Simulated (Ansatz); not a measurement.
Start from MgO in the rock salt structure (space group Fm-3m, No. 225; a = 4.214 Å). Axes: x, y, z lie along the cube axes.

Calculations: Ansatz (a first-principles code), PBEsol, PAW, cutoff 420 eV, spin-orbit coupling left out.

Strains are applied to the cell and any free atomic positions relax.

One change was made to it. Results:

| quantity | base | after |
|---|---|---|
| energy relative to the base (free energy F) | 0 meV/atom | +1.8 meV/atom |
| pressure (mean of the normal stresses, compression positive) | 0.00 GPa | -2.18 GPa |

### Question
Which of these changes matches the shifts?
A) isotropic strain −1.36 %
B) uniaxial strain ε_xx = −2.66 %
C) tensor shear ε_yz = −0.26 %
D) uniaxial strain ε_xx = +5.95 %
E) uniaxial strain ε_xx = +1.48 %

### Answer
E, uniaxial strain ε_xx = +1.48 %. For comparison, the energy relative to the base in the other runs: uniaxial strain ε_xx = −2.66 % gives +6.8 meV/atom; tensor shear ε_yz = −0.26 % gives +0.1 meV/atom; isotropic strain −1.36 % gives +8.0 meV/atom; uniaxial strain ε_xx = +5.95 % gives +24 meV/atom.

No phonon test of stability was made.
